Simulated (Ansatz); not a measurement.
The reference is BAs in the zinc blende structure (space group F-43m, No. 216; a = 4.7839 Å).

Structures relaxed with r2SCAN (Ansatz, a program for electronic structure), no spin-orbit coupling.

Base:

Simulated powder pattern, Cu Kα, λ = 1.54184 Å (kinematic, ideal powder, no thermal factors, no anomalous dispersion; the 14 strongest lines at most, above 2 %, up to 2θ = 90°):

| 2θ (°) | I/Imax (%) | hkl |
|---|---|---|
| 32.42 | 100 | (111) |
| 37.60 | 40 | (200) |
| 54.23 | 40 | (220) |
| 64.62 | 40 | (311) |
| 67.87 | 9.5 | (222) |
| 80.27 | 6.3 | (400) |
| 89.24 | 17 | (331) |

After one change:

Simulated powder pattern, Cu Kα, λ = 1.54184 Å (kinematic, ideal powder, no thermal factors, no anomalous dispersion; the 14 strongest lines at most, above 2 %, up to 2θ = 90°):

```json
[
 {"2θ (°)": "32.25", "I/Imax (%)": "100"},
 {"2θ (°)": "37.41", "I/Imax (%)": "40"},
 {"2θ (°)": "53.95", "I/Imax (%)": "40"},
 {"2θ (°)": "64.27", "I/Imax (%)": "40"},
 {"2θ (°)": "67.49", "I/Imax (%)": "9.6"},
 {"2θ (°)": "79.80", "I/Imax (%)": "6.3"},
 {"2θ (°)": "88.70", "I/Imax (%)": "17"}
]
```

Which change produced these results?
A) pressure −2 GPa
B) pressure 100 GPa
C) pressure −1 GPa
D) pressure 15 GPa

A, pressure −2 GPa. Its volume per atom is 13.89 Å³ against 13.69 Å³, and its space group is F-43m (No. 216).

Load acts through the strain it causes; cell and atoms are relaxed under it. Stability against distortions was not tested. Competing high-pressure phases were not computed.
